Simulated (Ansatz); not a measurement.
Start from NiSi (space group Pnma, No. 62; a = 5.105 Å, b = 3.360 Å, c = 5.504 Å; non-magnetic).

The values are results of PBEsol, PAW, 420 eV (Ansatz, a quantum-chemistry and plane-wave program; scalar-relativistic without spin-orbit coupling), not measurements.

Before the change:

| Property | Result |
|---|---|
| Pressure | 0.0 GPa |
| Band gap | zero |

One thing is altered: every lattice vector is shortened by 5.87 %, atoms relaxed at fixed cell.

Question: What does the calculation give for the pressure after the change?

Answer: The pressure (mean of the normal stresses, compression positive) goes from zero to 50.9 GPa.

Question: Predict the new largest internal atomic displacement.

Answer: The largest internal atomic displacement is 0.045 Å.

Question: What happens to the band gap?

Answer: The band gap stays zero.

Question: What happens to the energy relative to the base?

Answer: The energy increases by 0.263 eV/atom.

The cells carry an imposed strain or load. Whether these cells are dynamically stable was not tested. Starting moments died away, wholly or in part, for the base; another magnetic solution may exist. The final runs are not spin-polarised.
